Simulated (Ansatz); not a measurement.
**What isotropic strain +1.00 % does to InSb**

Take InSb in the zinc blende structure (space group F-43m, No. 216; a = 6.519 Å) as the base.

The change: an isotropic linear strain of +1.00 %; the atoms relax in the strained cell.

Computed with PBEsol in Ansatz (plane waves to 420 eV, PAW, scalar-relativistic without spin-orbit coupling). k-mesh 12×12×12 (Γ-centred); smearing 0.05 eV (Fermi–Dirac).

The volume per atom grows by 1.05 Å³ (34.63 Å³ → 35.68 Å³) and the space group stays F-43m (No. 216). The shortest interatomic distance grows by 0.0533 bohr (5.334 bohr → 5.388 bohr) and the energy goes up by 4.0 meV/atom. The pressure goes from zero to -1.2 GPa and the band gap is still zero.

Final structure:

```
CELL_PARAMETERS angstrom
      0.00000     3.29204     3.29204
      3.29204     0.00000     3.29204
      3.29204     3.29204     0.00000
ATOMIC_POSITIONS crystal
  In 0.00000 0.00000 0.00000
  Sb 0.25000 0.25000 0.25000
```

With Sb present, leaving out spin-orbit coupling can change the band edges. No phonon test of stability was made. All final runs are without spin polarisation. The zero or small gap of InSb can change with the level of theory.

Ansatz is a quantum-chemistry and plane-wave program.
